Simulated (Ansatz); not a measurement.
## Input and output of a self-consistent single point for PbAu₃ (Fm-3m, 4 atoms in the cell) (Ansatz)

Level of theory: r2SCAN, default PAW files made with PBE (plane waves; Ansatz, a program for electronic structure).

Input:

Ansatz 0.2 input:
```yaml
# PbAu3
crystal:
  lattice:
    - [0.000000, 3.481995, 3.481995]
    - [3.481995, 0.000000, 3.481995]
    - [3.481995, 3.481995, 0.000000]
  atoms:
    - { symbol: Pb, position: [0.500000, 0.500000, 0.500000] }
    - { symbol: Au, position: [0.750000, 0.750000, 0.750000] }
    - { symbol: Au, position: [0.250000, 0.250000, 0.250000] }
    - { symbol: Au, position: [0.000000, 0.000000, 0.000000] }
kpoints:
  mp_grid: { grid: [7, 7, 7] }
hamiltonian:
  xc: r2scan
  pseudopotentials: { kind: paw }
scf:
  occupations: { method: gaussian, width: 0.2 }
output:
  forces: true
  eigenvalues: true
  stress: true
```

Output, abridged:

```
WARN basis.ecutwfc = 500 eV, the default
WARN ansatz: RAYON_NUM_THREADS=1 ignored (pool sized by the plan → 1); use --threads N
Pseudopotentials: kind: paw
Pseudopotential: Pb, paw, valence charge 14
Pseudopotential: Au, paw, valence charge 19
Crystal: 4 atoms, lattice volume = 84.433 Å³
Basis set: ecut = 500 eV, 2109 PW (Γ), exchange–correlation on 144×144×144 points (64 copies of the dense FFT grid, shifted against one another)
Bands: 43, of which v1, the nominal top of the filled ones, is band 36 counted from 1 (35 counted from 0)
Symmetry: 48 space group operations
Space group: Fm-3m (ITA 225), of the structure as read, at distance tolerance 4.4e-5 Å
k-points: 20 of 343
PAW frozen core: Pb, regenerated for the run's functional
PAW frozen core: Au, regenerated for the run's functional
Initial density: superposition of atomic densities (neutral atoms: chi_scale 0, normalization atom), corrected by the library's trained network
Initial wavefunctions: pseudopotential atomic-orbital guess
Eigensolver: davidson
Functional: x = r2scan, c = r2scan; τ floored in thin density (d = 2e-4 eV/Å³)
SCF iter   1: F=—  HF=-51411.193174 eV  |F-HF|=—  |Δ(HF+E_count)|=         —  Δρ=1.32e-2  dr2=1.65e-1  dr2_τ=1.43e-2  ethr=1.77e-3  ⟨swp⟩=7.2  Hψ=3254  notcnv=0
all-band conjugate gradients solve this SCF's bands
preconditioner: auto → Resta (q_TF=auto, 2.651 Å⁻¹)
SCF iter   2: F=—  HF=-51411.164913 eV  |F-HF|=—  |Δ(HF+E_count)|=   2.83e-2  Δρ=4.30e-3  dr2=1.27e-2  dr2_τ=4.72e-3  ethr=2.32e-4  ⟨swp⟩=2.0  Hψ=1280  notcnv=0
SCF iter   3: F=—  HF=-51411.167301 eV  |F-HF|=—  |Δ(HF+E_count)|=   2.39e-3  Δρ=1.76e-3  dr2=1.82e-3  dr2_τ=1.00e-4  ethr=1.79e-5  ⟨swp⟩=2.0  Hψ=1272  notcnv=0
SCF iter   4: F=—  HF=-51411.167996 eV  |F-HF|=—  |Δ(HF+E_count)|=   6.96e-4  Δρ=4.50e-4  dr2=9.98e-5  dr2_τ=1.03e-5  ethr=2.57e-6  ⟨swp⟩=2.0  Hψ=1524  notcnv=0
SCF iter   5: F=—  HF=-51411.168085 eV  |F-HF|=—  |Δ(HF+E_count)|=   8.82e-5  Δρ=1.22e-4  dr2=1.26e-5  dr2_τ=1.71e-6  ethr=1.41e-7  ⟨swp⟩=2.0  Hψ=1488  notcnv=0
SCF iter   6: F=—  HF=-51411.168092 eV  |F-HF|=—  |Δ(HF+E_count)|=   7.57e-6  Δρ=4.94e-5  dr2=2.51e-6  dr2_τ=3.78e-7  ethr=1.77e-8  ⟨swp⟩=2.0  Hψ=1347  notcnv=0
SCF iter   7: F=-51411.168093 eV  HF=-51411.168093 eV  |F-HF|=2.56e-8  |Δ(HF+E_count)|=   5.07e-7  Δρ=1.01e-5  dr2=4.84e-8  dr2_τ=4.66e-9  ethr=1.41e-10  ⟨swp⟩=9.0  Hψ=4636  notcnv=0
SCF 1 converged in 7 iterations: F = -51411.168093 eV  dr2 = 4.84e-8
SCF converged after 7 iterations
Free energy (F): -51411.168093 eV
Harris-Foulkes:  -51411.168093 eV  (|F-HF|=2.56e-8)
Internal energy: -51411.147873 eV  (E = F + TS)
E sigma→0 (E₀):  -51411.157983 eV
Entropy (-TS):   -0.020220 eV (-5.055 meV/atom)
Fermi energy:    16.066682 eV
--- Per-component energies (eV) ---
  E_band       = -893.903480
  E_kinetic    = 2104.381078
  E_local      = -6984.652866  (includes V_loc(G=0)·N_el)
  E_nonlocal   = 577.960512
  E_hartree    = 2935.088634
  E_xc         = -861.070164
  E_vxc        = -1063.601563  (∫ρ·V_xc dr)
  E_paw        = -39628.504261  (= ΣΔE_a)
  E_vpaw       = -1471.842091  (= ΣTr[D̂ρ^β])
  E_aug_tail   = 0.002215  (compensation charges beyond the density's cutoff)
  E_vtau       = 73.676608  (kinetic-family band-sum trace: ∫τ·v_τ [+ j·A + Jᵃ·Aᵃ] dr)
  E_ewald      = -9554.789553
  E_core_change = 0.436531  (= ΣΔE_core)
  E_smearing   = -0.020220  (= −TS)
  E_closure    = 0.000000  (closes the sum)
  Σ components = -51411.168093   (vs F -51411.168093, Δ=0.00e0)
--- Forces (eV/Å), atoms counted from 1 ---
  atom   1  Pb     0.00000000    -0.00000000     0.00000000
   [... zero for the other atoms too ...]
  max |Σ_I F_I| component: 4.63e-18 eV/Å
--- Stress (GPa, compression-positive) ---
       -3.285515       0.000000       0.000000
        0.000000      -3.285515      -0.000000
       -0.000000       0.000000      -3.285515
  P = ⅓ Tr σ = -3.2855 GPa (-32.855 kbar)
  The stress holds the Pulay correction. Without it, at fixed plane waves, as pw.x and ABINIT print it: P = -3.3328 GPa
--- Band table (eV; the first three rows and the last of 20) ---
  k-point 0: bands = ["-91.5309", "-91.5303", "-91.3534", "-42.4023", "-42.4023", "-42.4023", "-42.3975", "-42.3975", "-42.3975", "-42.2175", "-42.2175", "-42.2175", "-1.5492", "-1.5492", "-1.5492", "-1.5108", "-1.5108", "5.0649", "10.5347", [...]
  k-point 1: bands = ["-91.5309", "-91.5304", "-91.3534", "-42.4036", "-42.4025", "-42.4025", "-42.3975", "-42.3975", "-42.3958", "-42.2179", "-42.2173", "-42.2173", "-1.5509", "-1.5485", "-1.5485", "-1.5095", "-1.5095", "5.2536", "10.2800", [...]
  k-point 2: bands = ["-91.5308", "-91.5304", "-91.3534", "-42.4038", "-42.4030", "-42.4030", "-42.3976", "-42.3976", "-42.3950", "-42.2187", "-42.2167", "-42.2167", "-1.5549", "-1.5470", "-1.5470", "-1.5065", "-1.5065", "5.7566", "9.8149", [...]
  k-point 19: bands = ["-91.5306", "-91.5306", "-91.3535", "-42.4102", "-42.4046", "-42.4023", "-42.3993", "-42.3925", "-42.3917", "-42.2190", "-42.2176", "-42.2151", "-1.5575", "-1.5518", "-1.5414", "-1.5102", "-1.5001", "6.6427", "9.9710", [...]
```

The run converged in 7 iterations.

The starting cell comes from a database of computed structures (which also holds hypothetical and non-ambient phases and stackings), without a prior relaxation at this level. Spin-orbit coupling is off. With a pressure of about -3 GPa the cell is away from its equilibrium volume at this level. Ansatz's pressure includes its estimate of the finite-basis (Pulay) stress.
